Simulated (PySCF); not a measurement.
PySCF 2.14.0, PBE/def2-tzvp, df: Sc(F)(NH2)2 ([NH2][Sc]([NH2])[F]), 8 atoms. The geometry is a generated start, not checked to be a minimum at this level.

```yaml
task: energy
method: pbe
basis: def2-tzvp
two_electron_scheme: density fitting
mol.max_memory: 3000 MB
mf.max_cycle: 100
mf.init_guess: minao (default)
mf.conv_tol: 1e-09 (default)
mf.grids.level: 3 (default)
basis_functions: 162
grid_points: 101944
```

```xyz
8

Sc     0.3827     0.0520    -0.0278
F      2.1679     0.3495    -0.0935
N     -0.1076    -0.9118     1.6602
H     -0.9487    -1.3473     2.0432
H      0.6162    -1.0772     2.3681
N     -0.5572     0.8058    -1.6324
H     -1.5221     0.8273    -1.9593
H     -0.0312     1.3017    -2.3585
```

Charge 0 and multiplicity 1 are set for this test and not shown to be the ground state.

With the defaults (mf.DIIS = CDIIS, mf.diis = true, mf.damp = 0, mf.diis_start_cycle = 1, mf.diis_damp = 0, mf.diis_space = 8, newton = off, mf.level_shift = 0) it converges in 15 Fock builds. One run each on 2 threads, 1 BLAS thread, with these changes:
- newton = Hessian by the SCF's own integrals
- mf.DIIS = EDIIS
- mf.level_shift = 0.3 Hartree
- mf.diis_space = 5
- mf.DIIS = ADIIS
- mf.diis_space = 12
- mf.diis_damp = 0.3
- mf.damp = 0.3, mf.diis_start_cycle = 4
- mf.diis = false

**Question.** Which of these changes keep the SCF from converging, or lead it to another solution?

**Answer.** No convergence: mf.DIIS = EDIIS; mf.diis = false (the run ends without SCF convergence in 100 cycles). The rest reach the solution of the defaults.

```tsv
setting	Fock builds	end
mf.diis_damp = 0.3	14	same solution
the defaults	15	same solution
mf.diis_space = 12	16	same solution
mf.level_shift = 0.3 Hartree	19	same solution
mf.diis_space = 5	21	same solution
mf.damp = 0.3, mf.diis_start_cycle = 4	25	same solution
mf.DIIS = ADIIS	29	same solution
newton = Hessian by the SCF's own integrals	71	same solution
mf.DIIS = EDIIS	101	no convergence
mf.diis = false	101	no convergence
```

Under newton the count holds the products with the orbital Hessian.
